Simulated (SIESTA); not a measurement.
Input and output of a self-consistent single point for HgSe (F-43m, 2 atoms in the cell) (SIESTA).

Level of theory: GGA PBE, numerical atomic orbitals DZP, PseudoDojo PBE standard norm-conserving potentials (rewritten from UPF to PSML) (SIESTA).

The change in words: lattice scaled by 0.98. Reference geometry:
```
CELL_PARAMETERS angstrom
      0.00000     3.04585     3.04585
      3.04585     0.00000     3.04585
      3.04585     3.04585     0.00000
ATOMIC_POSITIONS crystal
  Hg 0.00000 0.00000 0.00000
  Se 0.75000 0.75000 0.75000
```

Reference input (self-consistent single point, DFT, GGA PBE, numerical atomic orbitals DZP, PseudoDojo PBE standard norm-conserving potentials (rewritten from UPF to PSML)): XC.functional = GGA; XC.authors = PBE; potentials = PseudoDojo PBE standard; PAO.BasisSize = DZP; PAO.EnergyShift = 0.01 Ry; MeshCutoff = 350 Ry; kgrid.MonkhorstPack = 9 9 9; OccupationFunction = FD; ElectronicTemperature = 1160.45 K; MaxSCFIterations = 150; SCF.Mixer.Method = Pulay; SCF.Mixer.Weight = 0.2. This run's input differs from it in these lines:

```diff
@@ -12,5 +12,5 @@
 %block LatticeVectors
-     0.000000000    3.045855000    3.045855000
-     3.045855000    0.000000000    3.045855000
-     3.045855000    3.045855000    0.000000000
+     0.000000000    2.984938000    2.984938000
+     2.984938000    0.000000000    2.984938000
+     2.984938000    2.984938000    0.000000000
 %endblock LatticeVectors
@@ -19,3 +19,3 @@
      0.000000000    0.000000000    0.000000000  1
-     4.568782500    4.568782500    4.568782500  2
+     4.477407000    4.477407000    4.477407000  2
 %endblock AtomicCoordinatesAndAtomicSpecies
```

The program printed (abridged):

```
        iscf     Eharris(eV)        E_KS(eV)     FreeEng(eV)     dDmax    Ef(eV) dHmax(eV)
   scf:    1    -7771.412068    -7804.734017    -7804.745162  1.008268  1.196279 35.561335
   scf:    2    -7840.917400    -7825.828565    -7825.829588  0.513055 -0.774429 14.610912
   scf:    3    -7831.240147    -7829.251276    -7829.252308  0.375428 -1.487277  3.023941
   scf:    4    -7827.848348    -7828.628666    -7828.629626  0.137913 -1.141066  7.266058
   scf:    5    -7829.624207    -7829.359455    -7829.360536  0.248694 -1.941942  0.508387
   scf:    6    -7829.366206    -7829.364141    -7829.365243  0.021970 -1.912371  0.025045
   scf:    7    -7829.364156    -7829.364151    -7829.365252  0.001037 -1.916347  0.003038
   scf:    8    -7829.364151    -7829.364151    -7829.365253  0.000166 -1.916054  0.000794
mix: Pulay -- inversion failed, > SVD [rank/size] 4 / 7
   scf:    9    -7829.364151    -7829.364151    -7829.365253  0.000038 -1.916138  0.000223
SCF Convergence by DM+H criterion
max |DM_out - DM_in|         :     0.0000384395
max |H_out - H_in|      (eV) :     0.0002226229
SCF cycle converged after 9 iterations

Using DM_out to compute the final energy and forces

siesta: E_KS(eV) =            -7829.3642

siesta: E_KS - E_eggbox =     -7829.3642

siesta: Atomic forces (eV/Ang):
     1    0.000008    0.000008    0.000008
     2   -0.000011   -0.000011   -0.000011
   Tot   -0.000003   -0.000003   -0.000003
   Max    0.000011
   Res    0.000010    sqrt( Sum f_i^2 / 3N )
   Max    0.000011    constrained

Stress tensor Voigt[x,y,z,yz,xz,xy] (kbar):      -73.87      -73.87      -73.87       -0.67       -0.67       -0.67
(Free)E + p*V (eV/cell)    -7826.9129
Target enthalpy (eV/cell)    -7829.3653

siesta: Program's energy decomposition (eV):
siesta: FreeEng =     -7829.365253

   [... lines left out ...]
siesta: Cell volume =         53.190729 Ang**3
siesta:          73.86682128         73.86815619  kBar
   [... lines left out ...]
               4dxz    4dx2-y2
   2 16.796   1.838   0.009   1.645   1.645   1.645  -0.100  -0.100  -0.100
              2.000   2.000   2.000   2.000   2.000   0.049   0.049   0.082

              0.049   0.082

mulliken: Qtot =       36.000

Mulliken Atomic Populations:
Atom #   charge [q] valence [e]  Species
     1     0.796153   19.203847  Hg
     2    -0.796153   16.796153  Se
 Total    -0.000000
```

The run converged in 9 iterations. Against the reference run the free energy rises by 48.5 meV/atom and the pressure goes from 2.27 to 7.39 GPa.

The starting cell comes from a database of computed structures (which also holds hypothetical and non-ambient phases and stackings), without a prior relaxation at this level. Its lattice was rescaled by a random factor within 2.5 % of one. For this run, on top of that: lattice scaled by 0.98. Values carry the incompleteness of an atom-centred basis. With a pressure of about 7 GPa the cell is away from its equilibrium volume at this level. The run gives no clean gap (levels at the Fermi energy touch, overlap or are partly filled at this smearing), which alone does not show that the compound is a metal.
